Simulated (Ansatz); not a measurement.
Take V$_{3}$Si in the A15 (Cr3Si type) structure (space group Pm-3n, No. 223) as the base.

```yaml
crystal:
  lattice:
    - [4.64987, 0.00000, 0.00000]
    - [0.00000, 4.64987, 0.00000]
    - [0.00000, 0.00000, 4.64987]
  atoms:
    - { symbol: V, position: [0.25000, 0.00000, 0.50000] }
    - { symbol: V, position: [0.75000, 0.00000, 0.50000] }
    - { symbol: V, position: [0.00000, 0.50000, 0.25000] }
    - { symbol: V, position: [0.00000, 0.50000, 0.75000] }
    - { symbol: V, position: [0.50000, 0.25000, 0.00000] }
    - { symbol: V, position: [0.50000, 0.75000, 0.00000] }
    - { symbol: Si, position: [0.00000, 0.00000, 0.00000] }
    - { symbol: Si, position: [0.50000, 0.50000, 0.50000] }
```

Level of theory: PBEsol (Ansatz, a first-principles code), scalar-relativistic without spin-orbit coupling, earlier PAW set.

For the base:

* **Lattice parameter a**: 4.650 Å

It is then changed as follows: Be takes the place of V on all its sites; the structure is relaxed again.

Tabulated Pauling electronegativity and covalent radius: V 1.63, 1.53 Å; Be 1.57, 0.96 Å.

Task: What does the calculation give for the lattice parameter a after the change?

Result: The lattice parameter a drops by 0.377 Å (4.650 Å → 4.273 Å).

Stability against distortions was not tested. As relaxed here, Be3Si is a hypothetical phase, not in the database extracts checked. Starting moments died away, wholly or in part, for the base; another magnetic solution may exist. All final runs are without spin polarisation.
